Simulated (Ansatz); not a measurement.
# ScAl3, response to strain

Take ScAl3 in the Cu3Au type structure (space group Pm-3m, No. 221; a = 4.1067 Å; relaxed with 0.1 eV smearing) as the base.

Strains are applied to the cell and any free atomic positions relax.

Level of theory: PBE in Ansatz (plane waves to 420 eV, PAW, without spin-orbit coupling).

| isotropic strain (%) | pressure (GPa) |
|---|---|
| 0 | 0.0 |
| 0.6 | -1.5 |
| 1.2 | -2.9 |
| 1.8 | -4.1 |
| 2.4 | ? |
| 3 | -6.3 |

Task: Fit P = P₀ − Bδ + Cδ² with δ = (1 + ε)³ − 1 to the rows shown and predict the withheld row.

Result: Least squares on the printed values gives P₀ = 0.0 GPa, B = 85.5 GPa, C = 191 GPa (largest residual 0.0 GPa); this predicts -5.3 GPa, and the run gives -5.3 GPa, in agreement.

Whether these cells are dynamically stable was not tested. All final runs are without spin polarisation.

Ansatz is an electronic-structure program.
